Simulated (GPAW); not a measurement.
Input and output of a self-consistent single point for RuAl (Pm-3m, 2 atoms in the cell) (GPAW).

Method of the run: PBE, GPAW PAW datasets PBE (gpaw-data 1.0.1) (plane waves; GPAW).

The change in words: lattice scaled by 0.98. Reference geometry:
```xyz
2
Lattice="2.9915 0.0000 0.0000 0.0000 2.9915 0.0000 0.0000 0.0000 2.9915" Properties=species:S:1:pos:R:3 pbc="T T T"
Al     1.4957     1.4957     1.4957
Ru     0.0000     0.0000     0.0000
```

Reference input (self-consistent single point, DFT PBE, plane waves, GPAW PAW datasets PBE (gpaw-data 1.0.1)): mode = pw; ecut = 550 eV; xc = PBE; kpts = 9 9 9; mesh shift (steps) = 0 0 0; occupations.name = methfessel-paxton; occupations.width = 0.272 eV; occupations.order = 0; nbands = -6; convergence.density = 1e-05 e/electron; symmetry.symmorphic = false; symmetry.tolerance = 0.0005. This run's input differs from it in these lines:

```diff
@@ -5,6 +5,6 @@
 atoms = Atoms(['Al', 'Ru'],
-              cell=[[2.991495, 0.000000, 0.000000],
-                    [0.000000, 2.991495, 0.000000],
-                    [0.000000, 0.000000, 2.991495]],
-              positions=[[1.495748, 1.495748, 1.495748],
+              cell=[[2.931665, 0.000000, 0.000000],
+                    [0.000000, 2.931665, 0.000000],
+                    [0.000000, 0.000000, 2.931665]],
+              positions=[[1.465833, 1.465833, 1.465833],
                          [0.000000, 0.000000, 0.000000]],
```

Output (repeated stretches shortened):

```
     iter     time        total  log10-change:
                         energy   eigst   dens
iter:   1 --:--:--   -15.140632
iter:   2 --:--:--   -14.954301   -1.09  -1.21
iter:   3 --:--:--   -14.931403   -0.62  -1.24
iter:   4 --:--:--   -14.403939   -1.11  -1.41
iter:   5 --:--:--   -14.495245   -1.47  -1.48
iter:   6 --:--:--   -14.342156   -2.18  -1.67
iter:   7 --:--:--   -14.333395   -2.92  -2.26
iter:   8 --:--:--   -14.332436   -3.56  -2.57
iter:   9 --:--:--   -14.332459c  -4.97  -3.63
iter:  10 --:--:--   -14.332576c  -5.22  -3.53
iter:  11 --:--:--   -14.332366c  -4.89  -3.37
iter:  12 --:--:--   -14.332365c  -6.32  -3.82
iter:  13 --:--:--   -14.332388c  -5.97  -3.86
iter:  14 --:--:--   -14.332385c  -8.22c -4.60
iter:  15 --:--:--   -14.332384c  -8.99c -4.67
iter:  16 --:--:--   -14.332382c  -8.43c -4.69
iter:  17 --:--:--   -14.332384c  -8.62c -5.09c
Converged after 17 iterations.

Dipole moment: (0.000002, 0.000002, 0.000002) |e|*Ang

Energy contributions relative to reference atoms: (reference = -129848.548248)

Kinetic:        +14.749789
Potential:      -12.988133
External:        +0.000000
XC:             -15.833038
Entropy (-ST):   -0.057748
Local:           -0.232129
SIC:             +0.000000
--------------------------
Free energy:    -14.361258
Extrapolated:   -14.332384

Showing only first 2 kpts
 Kpt  Band  Eigenvalues  Occupancy
  0     7     11.55375    0.21833
  0     8     11.55375    0.21833
  0     9     11.55375    0.21833
  0    10     17.76373    0.00000

  1     7     11.24857    1.27798
  1     8     11.24857    1.27798
  1     9     11.58582    0.16220
  1    10     16.70799    0.00000

Fermi level: 11.31699

No gap
No difference between direct/indirect transitions
Energy (eV): -14.332384

Forces in eV/Ang:
  0 Al   -0.00000   -0.00000   -0.00000
  1 Ru    0.00000   -0.00000    0.00000

Stress tensor:
    -0.114224    -0.000000     0.000000
    -0.000000    -0.114224     0.000000
     0.000000     0.000000    -0.114224
Stress (GPa, Voigt): [-18.3007 -18.3007 -18.3007   0.       0.      -0.    ]
```

The run converged in 17 iterations. GPAW prints stress with tension positive. Against the reference run the free energy goes up by 52.6 meV/atom and the pressure goes from 3.31 to 18.30 GPa.

The starting cell has typed, rounded lattice constants, without a prior relaxation at this level. Its lattice was rescaled by a random factor within 2.5 % of one. For this run, on top of that: lattice scaled by 0.98. Spin polarisation is off. With a pressure of about 18 GPa the cell is away from its equilibrium volume at this level.
